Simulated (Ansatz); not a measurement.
We consider WO₃ (within 0.1 Å of Pbca, No. 61, 32 atoms in the cell; start mp-619461), described by PBEsol in Ansatz (plane waves, PAW).

Numerical settings: plane-wave cutoff 500 eV, 6×6×6 k mesh, gaussian smearing 0.02 eV, no spin polarisation, scalar-relativistic PAW data made under PBE.

Cell (relaxed at this level):

WO3 is modelled in the monoclinic space group P2₁/c (No. 14), Pearson symbol mP32. Lattice parameters: a = 7.6324 Å, b = 7.4650 Å, c = 7.7222 Å, α = 90.00°, β = 90.07°, γ = 90.00°. W1 on 4e is surrounded by 3 O at 1.773–1.845 Å and 3 O at 1.954–2.117 Å. W2 on 4e has 3 O at 1.773–1.844 Å and 3 O at 1.955–2.118 Å. O1 on 4e has 1 W at 1.773 Å and 1 W at 2.118 Å. O2 on 4e sees 1 W at 1.773 Å and 1 W at 2.117 Å. O3 on 4e sees 1 W at 1.844 Å and 1 W at 1.955 Å. O4 on 4e is coordinated by 1 W at 1.845 Å and 1 W at 1.954 Å. O5 on 4e has 1 W at 1.796 Å and 1 W at 2.047 Å (linear). O6 on 4e has 1 W at 1.796 Å and 1 W at 2.047 Å (linear). (Neighbours: up to the widest gap in distance over summed covalent radii, below 1.35, at either atom; cation-cation and far metal-metal contacts left out.)

### Question
Estimate the band gap that the calculation returns.

### Answer

band gap: 1.37 eV (on the SCF k mesh)

Spin–orbit coupling is not included.

Computed values are for the static lattice.

A start named mp-… is a Materials Project structure, which need not be a measured phase.

Ansatz is a quantum-chemistry and plane-wave program.
